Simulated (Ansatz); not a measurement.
**WSi2: response to strain**

Base system: WSi2 (space group I4/mmm, No. 139; a = 3.1853 Å, c = 7.7731 Å; relaxed with 0.1 eV smearing). Axes: x, y, z lie along a, b, c of the conventional cell.

Strains are applied to the cell and any free atomic positions relax; under biaxial strain the out-of-plane vector relaxes too.

The values are results of LDA (Ansatz, a program for electronic structure, PAW, without spin-orbit coupling), not measurements.

Notes on the quantities. in-plane stress: mean in-plane stress (compression positive).

```tsv
case	in-plane stress	volume per atom
base	–	13.14 Å³
biaxial strain −3.00 %, plane normal [001], relaxed out of plane	+18.2 GPa	12.53 Å³
biaxial strain −2.50 %, plane normal [001], relaxed out of plane	+14.9 GPa	12.63 Å³
biaxial strain −2.00 %, plane normal [001], relaxed out of plane	+11.7 GPa	12.73 Å³
biaxial strain −1.50 %, plane normal [001], relaxed out of plane	+8.6 GPa	12.83 Å³
biaxial strain +0.50 %, plane normal [001], relaxed out of plane	-2.7 GPa	13.25 Å³
biaxial strain +1.00 %, plane normal [001], relaxed out of plane	-5.2 GPa	13.36 Å³
biaxial strain +1.50 %, plane normal [001], relaxed out of plane	-7.7 GPa	13.47 Å³
biaxial strain +2.00 %, plane normal [001], relaxed out of plane	…	…
biaxial strain +3.00 %, plane normal [001], relaxed out of plane	-14.4 GPa	13.81 Å³
```

Problem. Some entries are withheld; estimate them.

Solution. 
- biaxial strain +2.00 %, plane normal [001], relaxed out of plane, in-plane stress: -10.0 GPa
- biaxial strain +2.00 %, plane normal [001], relaxed out of plane, volume per atom: 13.58 Å³

Stability against distortions was not tested. All final runs are without spin polarisation.
